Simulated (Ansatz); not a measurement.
## Hypothetical zinc blende LaN, pressure series

Start from LaN in the zinc blende structure (space group F-43m, No. 216; a hypothetical phase, not in the database extracts checked).

Space group F-43m (No. 216); a = 5.546 Å, b = 5.546 Å, c = 5.546 Å, α = 90.00°, β = 90.00°, γ = 90.00°

| atom | site | symmetry | x | y | z |
|---|---|---|---|---|---|
| N | 4c | -43m | 0.2500 | 0.2500 | 0.2500 |
| La | 4a | -43m | 0.0000 | 0.0000 | 0.0000 |
(The calculation used a cell of 2 atoms; values per cell refer to that cell.)

Cell and atoms are relaxed at each pressure.

Levels (all Ansatz, a program for electronic structure, PAW): PBEsol (420 eV, without spin-orbit coupling); HSE06 (420 eV, no spin-orbit coupling).

Band gaps by level, all at the geometries relaxed with PBEsol:

```csv
case,PBEsol,HSE06
base,1.07 eV,2.20 eV
pressure −2 GPa,1.06 eV,2.18 eV
pressure −1 GPa,1.06 eV,2.19 eV
pressure 0.3 GPa,1.07 eV,2.20 eV
pressure 1.5 GPa,1.07 eV,2.21 eV
pressure 5 GPa,1.08 eV,2.24 eV
pressure 7.5 GPa,1.08 eV,2.25 eV
pressure 10 GPa,1.08 eV,2.26 eV
```

Single points use the geometry relaxed with PBEsol. The hybrid gap comes from the SCF mesh plus the semilocal run's edge points and a few special points and is an upper bound. Load acts through the strain it causes; cell and atoms are relaxed under it. Whether these cells are dynamically stable was not tested. Competing high-pressure phases were not computed.
